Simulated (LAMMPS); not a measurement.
One fault surface with several potentials: a slab of Si (diamond structure) cut on the (111) shuffle set plane, one half shifted rigidly along [1-10] and [11-2] of the cubic cell, atoms relaxed along the normal alone.

Potentials compared:
- MEAM Si_1.meam.spline: classical force field (static), pair style meam/spline, file Si_1.meam.spline (LAMMPS); Lenosky, Sadigh, Alonso, Bulatov, de la Rubia, Kim, Voter and Kress, Modell Simul Mater Sci Eng, 8, 825 (2000)
- MEAM Si_2.meam.spline: classical force field (static), pair style meam/spline, file Si_2.meam.spline (LAMMPS); Du, Lenosky, Hennig, Goedecker, Wilkins, Phys Stat Sol, 248, 2050 (2011)
- SNAP Si_Zuo_JPCA2020.quadratic.snap: machine-learned potential (static), pair style snap, file Si_Zuo_JPCA2020.quadratic.snap (LAMMPS); Y. Zuo, C. Chen, X, Li, Z. Deng, Y. Chen, J. Behler, G. Csányi, A. V. Shapeev, A. P. Thompson, M. A. Wood, S. P. Ong, "Performance and Cost Assessment of Machine Learning Interatomic Potentials" J. Phys. Chem. A 124, 4, 731-745 (2020)
- SNAP Si_Zuo_JPCA2020.snap: machine-learned potential (static), pair style snap, file Si_Zuo_JPCA2020.snap (LAMMPS); Y. Zuo, C. Chen, X, Li, Z. Deng, Y. Chen, J. Behler, G. Csányi, A. V. Shapeev, A. P. Thompson, M. A. Wood, S. P. Ong, "Performance and Cost Assessment of Machine Learning Interatomic Potentials" J. Phys. Chem. A 124, 4, 731-745 (2020)
- Si.sw: classical force field (static), pair style sw, file Si.sw (LAMMPS); Stillinger and Weber,  Phys Rev B, 31, 5262, (1985)

```json
[
 {"potential": "MEAM Si_1.meam.spline", "largest along the first shift": "1180 mJ/m²", "largest on the surface": "1610 mJ/m²"},
 {"potential": "MEAM Si_2.meam.spline", "largest along the first shift": "1190 mJ/m²", "largest on the surface": "1740 mJ/m²"},
 {"potential": "SNAP Si_Zuo_JPCA2020.quadratic.snap", "largest along the first shift": "1120 mJ/m²", "largest on the surface": "1590 mJ/m²"},
 {"potential": "SNAP Si_Zuo_JPCA2020.snap", "largest along the first shift": "897 mJ/m²", "largest on the surface": "1170 mJ/m²"},
 {"potential": "Si.sw", "largest along the first shift": "870 mJ/m²", "largest on the surface": "1160 mJ/m²"}
]
```
